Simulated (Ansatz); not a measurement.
What isotropic strain −1.00 % does to Pd

Consider Pd in the fcc (Cu type) structure (space group Fm-3m, No. 225; a = 3.8777 Å; relaxed with 0.1 eV smearing).

Modification: the cell is scaled by 0.9900 in all directions; the atoms relax in the strained cell.

All numbers come from PBEsol, PAW, 420 eV (Ansatz, a program for electronic structure; without spin-orbit coupling). k-mesh 29×29×29 (Γ-centred); smearing 0.1 eV (Fermi–Dirac).

The volume per atom drops by 0.433 Å³, from 14.58 Å³ to 14.14 Å³ and the shortest interatomic distance falls by 0.027 Å (2.742 Å → 2.715 Å). The energy increases by 8.7 meV/atom and the pressure goes from zero to 6.6 GPa. The band gap stays zero.

Cost of the whole job for the changed cell (relaxation, final SCF and bands): roughly 19 core-seconds.

Stability against distortions was not tested. The final runs are not spin-polarised.
